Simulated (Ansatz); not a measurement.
Base system: BePd in the CsCl type structure (space group Pm-3m, No. 221; a = 2.798 Å). Axes: x, y, z lie along the cube axes.

The values are results of PBEsol (Ansatz, a quantum-chemistry and plane-wave program, PAW, no spin-orbit coupling), not measurements.

Before the change:

```
Property                        Result
-----------------------------  -------
Shortest interatomic distance  2.423 Å
Band gap                          zero
```

It is then changed as follows: a free-standing slab of 2 layers (4 atoms, 2 a layer) is cut normal to [110], with 15 Å of vacuum and the in-plane cell held at bulk.

Question: Estimate the effect on the excess energy per area of both faces.

Answer: The excess energy per area of both faces (slab less bulk energy over the cell's area: twice a surface energy) is 3.94 J/m² (uncertain by up to 0.06 J/m²).

Question: What does the calculation give for the shortest interatomic distance after the change?

Answer: The shortest interatomic distance falls by 0.117 Å, from 2.423 Å to 2.306 Å.

Question: What does the calculation give for the band gap after the change?

Answer: The band gap is still zero.

Slab and bulk use different k-meshes, which limits the precision of the excess energy. Whether these cells are dynamically stable was not tested. All final runs are without spin polarisation.
